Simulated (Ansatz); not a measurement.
# HfGe (model structure, started from the NiAs type, P6₃/mmc, No. 194, 4 atoms in the cell)

Calculation: PBE-D3(BJ) (Ansatz, a first-principles code, plane waves, PAW).

Settings: plane-wave cutoff 500 eV, 12×12×6 k mesh (along the axes of the cell as run), Fermi–Dirac smearing 0.05 eV, scalar-relativistic PAW data made under PBE.

Cell (relaxed at this level):

```cif
data_Ge2Hf2
_chemical_formula_sum 'Hf2 Ge2'
_space_group_name_H-M_alt 'P63/mmc'
_space_group_IT_number 194
_space_group_name_Hall '-P 6c 2c'
_cell_length_a 3.77080
_cell_length_b 3.77080
_cell_length_c 6.63364
_cell_angle_alpha 90.000
_cell_angle_beta 90.000
_cell_angle_gamma 120.000
loop_
_atom_site_label
_atom_site_type_symbol
_atom_site_symmetry_multiplicity
_atom_site_Wyckoff_symbol
_atom_site_fract_x
_atom_site_fract_y
_atom_site_fract_z
_atom_site_occupancy
Hf1 Hf 2 a 0.00000 0.00000 0.00000 1
Ge1 Ge 2 c 0.33333 0.66667 0.25000 1
```

```yaml
band_gap: zero (no gap)
```

Note: the relaxation could raise the start's symmetry but not lower it, so the cell can be a saddle point.

Spin–orbit coupling is not included.

Computed values are for the static lattice.

A model structure was made by putting elements into a prototype or built by hand; it is no filed structure, need not be a known phase, and can be a saddle point held by its symmetry.
